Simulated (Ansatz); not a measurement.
Data:

```xyz
4
Lattice="4.1202 0.0000 0.0000 -2.0601 3.5682 0.0000 0.0000 0.0000 4.9739" Properties=species:S:1:pos:R:3 pbc="T T T"
Cu     0.0000     0.0000     0.0000
Cu     0.0000     0.0000     2.4870
Sn     0.0000     2.3788     1.2435
Sn     2.0601     1.1894     3.7305
```

All values below come from PBEsol, DFPT electron-phonon coupling, linearised Boltzmann equation (plane waves, PAW, scalar-relativistic; Ansatz, a program for electronic structure). How the cell was made: relaxed with this functional, without spin-orbit coupling.

Problem. Estimate the phonon-limited resistivity at 300 K, by direction if it differs.

Solution. 5.1 (x), 5.1 (y), 6.8 (z) μΩ·cm.

Problem. How long is the mean free path there?

Solution. 17.4 (x), 17.4 (y), 16.4 (z) nm, weighted by the current that each state carries. Wires not much wider than this gain resistivity from their walls.

A metal at this level (no band gap). Only scattering by harmonic phonons is included (no impurities, grain boundaries, electron-electron scattering or thermal expansion). Spin-orbit coupling is left out. The run warned that the eigensolver left some states short of its tolerance. Halving the electron mesh (24x24x16) moves the resistivity by up to 8 % at 300 K, the mean free path by up to 7 %. Smearing 0.20 eV; phonons on a 4x4x3 q mesh, which this run doesn't test.

Formula and space group known from diffraction (Crystallography Open Database), not checked to be the room-temperature form: CuSn (P6_3/mmc).
